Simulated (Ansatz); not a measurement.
System: ErCu2 (Imma, No. 74; cell taken from a computed entry). Method: r²SCAN (PAW; Ansatz, a quantum-chemistry and plane-wave program).

Settings: plane-wave cutoff 500 eV, 16×16×16 k mesh, Fermi–Dirac smearing 0.1 eV, spin-polarised start, scalar-relativistic PAW data made under PBE.

Computed at the level's own relaxed cell.

**Question.** Predict the volume per atom.

**Answer.** 
* **volume per atom**: 17.24 Å³/atom

Note: the magnetic order was assumed, not searched for or taken from measurement; the relaxation could not lower the start's symmetry, so the cell can be a saddle point above a distorted one; the 4f shell is treated without U or exact exchange, so its levels and filling can be wrong.

Spin–orbit coupling is not included.

Computed values are for the static lattice.
